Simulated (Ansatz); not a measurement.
Output of an Ansatz run (abridged):

```
WARN ansatz: RAYON_NUM_THREADS=1 ignored (pool sized by the plan → 1); use --threads N
Pseudopotentials: kind: paw
Pseudopotential: Mg, paw, valence charge 10
Pseudopotential: S, paw, valence charge 6
Crystal: 8 atoms, lattice volume = 296.826 Å³
Basis set: ecut = 420.4159175005146 eV, 5825 PW (Γ)
Bands: 40, of which v1, the nominal top of the filled ones, is band 32 counted from 1 (31 counted from 0)
Symmetry: 16 space group operations
Space group: P4/nmm (ITA 129), of the structure as read, at distance tolerance 6.7e-5 Å
k-points: 15 of 81
PAW frozen core: Mg, regenerated for the run's functional, and the local potential with it
PAW frozen core: S, regenerated for the run's functional, and the local potential with it
Initial density: superposition of atomic densities (neutral atoms: chi_scale 0, normalization atom), corrected by the library's trained network
Initial wavefunctions: pseudopotential atomic-orbital guess
Eigensolver: davidson
Functional: x = slater, c = lda
SCF iter   1: F=—  HF=-11095.515118 eV  |F-HF|=—  |Δ(HF+E_count)|=         —  Δρ=4.51e-3  dr2=3.81e-2  ethr=1.77e-3  ⟨swp⟩=11.7  Hψ=3019  notcnv=0
all-band conjugate gradients solve this SCF's bands
preconditioner: auto → Resta (q_TF=auto, 2.113 Å⁻¹)
SCF iter   2: F=—  HF=-11095.499646 eV  |F-HF|=—  |Δ(HF+E_count)|=   1.55e-2  Δρ=2.03e-3  dr2=9.56e-3  ethr=5.95e-5  ⟨swp⟩=2.3  Hψ=1232  notcnv=0  defer=30
SCF iter   3: F=—  HF=-11095.496449 eV  |F-HF|=—  |Δ(HF+E_count)|=   3.20e-3  Δρ=4.45e-4  dr2=9.69e-4  ethr=1.49e-5  ⟨swp⟩=3.3  Hψ=1111  notcnv=0  defer=30
SCF iter   4: F=—  HF=-11095.496261 eV  |F-HF|=—  |Δ(HF+E_count)|=   1.88e-4  Δρ=1.46e-4  dr2=8.78e-5  ethr=1.51e-6  ⟨swp⟩=2.0  Hψ=756  notcnv=0  defer=30
SCF iter   5: F=—  HF=-11095.496088 eV  |F-HF|=—  |Δ(HF+E_count)|=   1.73e-4  Δρ=2.84e-5  dr2=4.44e-6  ethr=1.37e-7  ⟨swp⟩=2.0  Hψ=784  notcnv=0  defer=32
SCF iter   6: F=—  HF=-11095.496088 eV  |F-HF|=—  |Δ(HF+E_count)|=   2.73e-7  Δρ=1.03e-5  dr2=4.14e-7  ethr=6.93e-9  ⟨swp⟩=2.0  Hψ=797  notcnv=0  defer=32
SCF iter   7: F=-11095.496088 eV  HF=-11095.496088 eV  |F-HF|=1.21e-8  |Δ(HF+E_count)|=   2.02e-7  Δρ=1.32e-6  dr2=2.73e-8  ethr=1.56e-10  ⟨swp⟩=14.0  Hψ=2819  notcnv=0
SCF 1 converged in 7 iterations: F = -11095.496088 eV  dr2 = 2.73e-8
SCF converged after 7 iterations
Free energy (F): -11095.496088 eV
Harris-Foulkes:  -11095.496088 eV  (|F-HF|=1.21e-8)
Internal energy: -11095.496088 eV  (E = F + TS)
E sigma→0 (E₀):  -11095.496088 eV
Fermi energy:    1.537185 eV
--- Per-component energies (eV) ---
  E_band       = -1710.017521
  E_kinetic    = 737.576355
  E_local      = -34851.525997  (includes V_loc(G=0)·N_el)
  E_nonlocal   = 500.970521
  E_hartree    = 16273.897168
  E_xc         = -503.381924
  E_vxc        = -504.829554  (∫ρ·V_xc dr)
  E_paw        = -3361.922734  (= ΣΔE_a)
  E_vpaw       = -140.033938  (= ΣTr[D̂ρ^β])
  E_aug_tail   = 0.000007  (compensation charges beyond the density's cutoff)
  E_ewald      = 10107.675809
  E_core_change = 1.214708  (= ΣΔE_core)
  E_smearing   = -0.000000  (= −TS)
  E_closure    = -0.000000  (closes the sum)
  Σ components = -11095.496088   (vs F -11095.496088, Δ=0.00e0)
--- Forces (eV/Å), atoms counted from 1 ---
  atom   1  Mg     0.00000000     0.00000000    -0.06652282
  atom   2  Mg     0.00000000    -0.00000000     0.73641519
  atom   3  Mg     0.00000000    -0.00000000    -0.73641519
  atom   4  Mg     0.00000000     0.00000000     0.06652282
  atom   5  S      0.00000000     0.00000000    -0.03735270
  atom   6  S      0.00000000     0.00000000    -0.32490523
  atom   7  S      0.00000000     0.00000000     0.32490523
  atom   8  S      0.00000000     0.00000000     0.03735270
  max |Σ_I F_I| component: 6.94e-17 eV/Å
--- Stress (GPa, compression-positive) ---
       -3.247385       0.000000       0.000000
        0.000000      -3.247385       0.000000
        0.000000       0.000000      -1.589921
  P = ⅓ Tr σ = -2.6949 GPa (-26.949 kbar)
  The stress holds the Pulay correction. Without it, at fixed plane waves, as pw.x and ABINIT print it: P = -2.6990 GPa
--- Band table (eV; the first three rows and the last of 15) ---
  k-point 0: bands = ["-74.1884", "-74.1884", "-73.5427", "-73.5425", "-41.6529", "-41.6529", "-41.5915", "-41.5915", "-41.5915", "-41.5915", "-40.9720", "-40.9720", "-40.9708", "-40.9708", "-40.9679", "-40.9650", "-12.0480", "-11.6447", "-11.1067", [...]
  k-point 1: bands = ["-74.1884", "-74.1884", "-73.5427", "-73.5425", "-41.6529", "-41.6529", "-41.5919", "-41.5919", "-41.5914", "-41.5914", "-40.9724", "-40.9720", "-40.9713", "-40.9708", "-40.9678", "-40.9650", "-11.9701", "-11.5772", "-11.0596", [...]
  k-point 2: bands = ["-74.1884", "-74.1884", "-73.5426", "-73.5425", "-41.6528", "-41.6528", "-41.5928", "-41.5928", "-41.5913", "-41.5913", "-40.9734", "-40.9725", "-40.9717", "-40.9708", "-40.9673", "-40.9651", "-11.7486", "-11.3906", "-10.9398", [...]
  k-point 14: bands = ["-74.1882", "-74.1882", "-73.5424", "-73.5424", "-41.6525", "-41.6525", "-41.5942", "-41.5942", "-41.5942", "-41.5942", "-40.9751", "-40.9751", "-40.9735", "-40.9734", "-40.9660", "-40.9659", "-10.5452", "-10.5025", [...]
```

The structure:

```
CELL_PARAMETERS angstrom
      3.68799     0.00000     0.00000
     -3.68799     3.68799     0.00000
      0.00000     0.00000    21.82341
ATOMIC_POSITIONS crystal
  Mg 0.00000 0.00000 0.44025
  Mg 0.00000 0.50000 0.32076
  Mg 0.00000 0.00000 0.67924
  Mg 0.00000 0.50000 0.55975
  S  0.00000 0.50000 0.44025
  S  0.00000 0.00000 0.32076
  S  0.00000 0.50000 0.67924
  S  0.00000 0.00000 0.55975
```

Question: What input produced this log?

Answer: Other spellings and defaults could give the same log, and not every line can be read from it. The input that was run (DFT, LDA (PW92), plane waves, default PAW files made with PBE):

Ansatz 0.2 input:
```yaml
crystal:
  lattice:
    - [3.687986, 0.000000, 0.000000]
    - [-3.687986, 3.687986, 0.000000]
    - [0.000000, 0.000000, 21.823414]
  atoms:
    - { symbol: Mg, position: [0.000000, 0.000000, 0.440252] }
    - { symbol: Mg, position: [0.000000, 0.500000, 0.320756] }
    - { symbol: Mg, position: [0.000000, 0.000000, 0.679244] }
    - { symbol: Mg, position: [0.000000, 0.500000, 0.559748] }
    - { symbol: S, position: [0.000000, 0.500000, 0.440252] }
    - { symbol: S, position: [0.000000, 0.000000, 0.320756] }
    - { symbol: S, position: [0.000000, 0.500000, 0.679244] }
    - { symbol: S, position: [0.000000, 0.000000, 0.559748] }
basis:
  ecutwfc: 30.9 Ry
kpoints:
  mp_grid: { grid: [9, 9, 1] }
hamiltonian:
  xc: lda
  pseudopotentials: { kind: paw }
scf:
  occupations: { method: fermi_dirac, width: 0.0037 Ry }
output:
  forces: true
  eigenvalues: true
  stress: true
```

The starting cell has typed, rounded lattice constants, without a prior relaxation at this level. The slab is cut from that crystal, and its faces are unrelaxed. Its lattice was rescaled by up to half a per cent. Spin polarisation is off, though cut faces can carry moments; a gap of a slab can lie between surface states. Another mesh or the band path of this cell gives a smaller gap, so this value is not converged in the mesh.

Ansatz is an electronic-structure program.
